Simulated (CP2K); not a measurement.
# Refining one setting for Bi4PbS7 (Cm, 12 atoms in the cell)

```yaml
crystal:
  lattice:
    - [6.87342, 0.00000, 0.00000]
    - [5.74010, 3.78089, 0.00000]
    - [-3.04090, -0.91151, 11.57208]
  atoms:
    - { symbol: Bi, position: [0.12866, 0.12866, 0.93047] }
    - { symbol: Bi, position: [0.88660, 0.88660, 0.06701] }
    - { symbol: Bi, position: [0.99668, 0.99668, 0.50650] }
    - { symbol: Bi, position: [0.30606, 0.30606, 0.65770] }
    - { symbol: Pb, position: [0.65730, 0.65730, 0.29206] }
    - { symbol: S, position: [0.73782, 0.73782, 0.85565] }
    - { symbol: S, position: [0.27232, 0.27232, 0.13225] }
    - { symbol: S, position: [0.95027, 0.95027, 0.71918] }
    - { symbol: S, position: [0.01310, 0.01310, 0.28772] }
    - { symbol: S, position: [0.65536, 0.65536, 0.53901] }
    - { symbol: S, position: [0.34680, 0.34680, 0.45634] }
    - { symbol: S, position: [0.52895, 0.52895, 0.03191] }
```

Level of theory: LDA (Pade form), GPW, DZVP-MOLOPT-SR-GTH basis, GTH-PADE potentials (GTH_POTENTIALS) run with CP2K.

The starting cell comes from a database of computed structures (which also holds hypothetical and non-ambient phases and stackings), without a prior relaxation at this level. Its lattice was rescaled by a random factor within 2.5 % of one. Spin-orbit coupling is off. Values carry the incompleteness of an atom-centred basis.

Held fixed: CUTOFF = 400 Ry; REL_CUTOFF = 60 Ry; SMEAR/METHOD = GAUSSIAN; SIGMA = 0.02 eV; XC_FUNCTIONAL = PADE; Bi/BASIS_SET = DZVP-MOLOPT-SR-GTH-q5; Bi/POTENTIAL = GTH-PADE-q5; Pb/BASIS_SET = DZVP-MOLOPT-SR-GTH-q4; Pb/POTENTIAL = GTH-PADE-q4; S/BASIS_SET = DZVP-MOLOPT-SR-GTH-q6; S/POTENTIAL = GTH-PADE-q6; METHOD = GPW; EPS_DEFAULT = 1e-11; NGRIDS = 5; SCF_GUESS = ATOMIC; EPS_SCF = 1e-06; MAX_SCF = 100; ADDED_MOS = 11. Moved along with it: GAMMA_CENTERED.

ΔF is the free energy per atom less that of the last row (MONKHORST-PACK 12 12 4).

The series runs over KPOINTS/SCHEME = default; MONKHORST-PACK 2 2 1; MONKHORST-PACK 3 3 1; MONKHORST-PACK 4 4 1; MONKHORST-PACK 4 4 2; MONKHORST-PACK 5 5 2; MONKHORST-PACK 6 6 2; MONKHORST-PACK 7 7 3; MONKHORST-PACK 8 8 3; MONKHORST-PACK 10 10 4; MONKHORST-PACK 12 12 4.

From which setting on does the gap on the mesh stay within 0.02 eV of the last one?

From KPOINTS/SCHEME = MONKHORST-PACK 8 8 3 on; the one before it is off by 0.15 eV.

From which setting on does the largest force stay within 0.01 eV/Å of the last one?

From KPOINTS/SCHEME = MONKHORST-PACK 4 4 2 on; the one before it is off by 0.013 eV/Å. The value it settles on is 0.469 eV/Å at this level of theory and with the other settings as held.

| KPOINTS/SCHEME | ΔF (meV/atom) | pressure (GPa) | largest force (eV/Å) | gap on the mesh (eV) | k-points |
|---|---|---|---|---|---|
| default | 977.1 | 9.26 | 0.778 | – | 1 |
| MONKHORST-PACK 2 2 1 | 67.0 | 1.70 | 0.485 | 0.697 | 4 |
| MONKHORST-PACK 3 3 1 | -7.8 | 0.93 | 0.448 | 1.382 | 5 |
| MONKHORST-PACK 4 4 1 | -6.9 | 0.97 | 0.456 | 0.732 | 10 |
| MONKHORST-PACK 4 4 2 | -1.61 | 1.02 | 0.465 | 0.727 | 20 |
| MONKHORST-PACK 5 5 2 | -0.72 | 1.05 | 0.471 | 1.006 | 26 |
| MONKHORST-PACK 6 6 2 | 0.02 | 1.07 | 0.469 | 0.725 | 40 |
| MONKHORST-PACK 7 7 3 | 0.07 | 1.07 | 0.469 | 0.877 | 74 |
| MONKHORST-PACK 8 8 3 | 0.05 | 1.07 | 0.468 | 0.725 | 98 |
| MONKHORST-PACK 10 10 4 | 0.00 | 1.07 | 0.468 | 0.725 | 204 |
| MONKHORST-PACK 12 12 4 | 0.00 | 1.07 | 0.469 | 0.725 | 292 |

The gap is read on the k-point mesh of the run and can differ from the gap over the whole zone at this level.
